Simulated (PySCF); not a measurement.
PySCF 2.14.0, HF/cc-pvtz, df: C[Si@@]1([SiH3])C=CC1, 16 atoms. The geometry is a generated start, not checked to be a minimum at this level.

| Item | Value |
|---|---|
| task | energy |
| method | hf |
| basis | cc-pvtz |
| two-electron scheme | density fitting |
| mf.init_guess | minao (default) |
| mf.DIIS | CDIIS (default) |
| mf.diis_space | 8 (default) |
| mf.conv_tol | 1e-09 (default) |
| basis functions | 328 |

On 4 threads, 1 BLAS thread. Build: conda-forge: OpenMP (GNU), OpenBLAS with its own threads, libcint, Libxc. Each setting ran once; only counts and results are compared.

Values of mol.max_memory tried: 8000 MB, 4000 MB, 2000 MB, 1000 MB, 500 MB, 300 MB, 200 MB.

Task: How low can the memory setting go, and what changes on the way?

Result: It runs down to 200 MB, the lowest tried, with the same result. At 8000 MB: fitted integrals in memory. From 500 MB down: fitted integrals in a file.

| mol.max_memory | path | peak memory |
|---|---|---|
| 8000 MB | fitted integrals in memory | 0.82 GiB |
| 4000 MB | fitted integrals in memory | 0.82 GiB |
| 2000 MB | fitted integrals in memory | 0.82 GiB |
| 1000 MB | fitted integrals in memory | 0.62 GiB |
| 500 MB | fitted integrals in a file | 0.29 GiB |
| 300 MB | fitted integrals in a file | 0.21 GiB |
| 200 MB | fitted integrals in a file | 0.16 GiB |

Peak memory is the kernel's count for the largest process, libraries included and scratch files not.
